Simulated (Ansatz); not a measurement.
Fluorite PbF2 (high-temperature phase), treated with r²SCANh in Ansatz (plane waves, PAW).

Numerical settings: plane-wave cutoff 600 eV, 6×6×6 k mesh, scalar-relativistic PAW data made under PBE.

Computed at the level's own relaxed cell.

Hill averages of the elastic tensor: K = 77.9 GPa, G = 25.3 GPa. Volume 17.225 Å³/atom, mean atomic mass 81.732 u.

Problem. Work out the density, the sound velocities of a polycrystal and the elastic Debye temperature at this level.

Solution. ρ = 1.66054 × 81.732/17.225 = 7.879 g/cm³. v_l = √[(K + 4G/3)/ρ] = 3.764 km/s and v_t = √(G/ρ) = 1.792 km/s. The mean follows from 3/v_m³ = 1/v_l³ + 2/v_t³: v_m = 2.016 km/s. Θ_D = (ħ/k_B) v_m (6π²/V)^(1/3) = 76.38 K Å s/km × 2.016 × 1.5093 Å⁻¹ = 232 K, counting all atoms of the cell.

Ansatz is an electronic-structure program.
